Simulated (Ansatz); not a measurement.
The reference is ZrS2 in the CdI2 type structure (space group P-3m1, No. 164; a = 3.6348 Å, c = 5.7196 Å; layered, stacked along the Cartesian z axis).

All numbers come from PBE-D3(BJ) (Ansatz, a quantum-chemistry and plane-wave program), spin-orbit coupling left out.

Before the change:

| Quantity | Result |
|---|---|
| Volume per atom | 21.81 Å³ |
| Width of the top valence band | 2.07 eV |

It is then changed as follows: a negative pressure, −1 GPa.

### Question
How does this affect the volume per atom?

### Answer
The volume per atom goes up by 0.81 Å³, from 21.81 Å³ to 22.62 Å³.

### Question
What happens to the width of the top valence band?

### Answer
The width of the top valence band falls by 0.16 eV, from 2.07 eV to 1.91 eV.

The levels and masses belong to the bands next to the band gap. Load acts through the strain it causes; cell and atoms are relaxed under it. Whether these cells are dynamically stable was not tested.
